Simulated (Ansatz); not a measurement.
Consider Au in the fcc (Cu type) structure (space group Fm-3m, No. 225; a = 4.125 Å; relaxed with 0.1 eV smearing). Axes: x, y, z lie along the cube axes.

Structures relaxed with r2SCAN, PAW, 500 eV (Ansatz, a quantum-chemistry and plane-wave program; without spin-orbit coupling).

Base:

Simulated powder pattern, Cu Kα, λ = 1.54184 Å (kinematic, ideal powder, no thermal factors, no anomalous dispersion; the 8 strongest lines at most, above 2 %, up to 2θ = 90°):

```
2θ (°)  I/Imax (%)    hkl
------  ----------  -----
37.78          100  (111)
43.90           49  (200)
63.83           33  (220)
76.62           40  (311)
80.70           12  (222)
```

After one change:

Simulated powder pattern, Cu Kα, λ = 1.54184 Å (kinematic, ideal powder, no thermal factors, no anomalous dispersion; the 8 strongest lines at most, above 2 %, up to 2θ = 90°):

```csv
2θ (°),I/Imax (%)
37.46,100
42.78,17
43.90,32
62.97,22
63.83,11
74.83,14
76.42,26
79.92,12
```

### Question
Which of these changes matches the shifts?
A. uniaxial strain ε_zz = +3.00 %
B. uniaxial strain ε_zz = +2.50 %
C. uniaxial strain ε_zz = +2.00 %
D. uniaxial strain ε_zz = +1.00 %

### Answer
B, uniaxial strain ε_zz = +2.50 %. Its volume per atom is 17.98 Å³ against 17.54 Å³, and its space group is I4/mmm (No. 139).

No phonon test of stability was made.
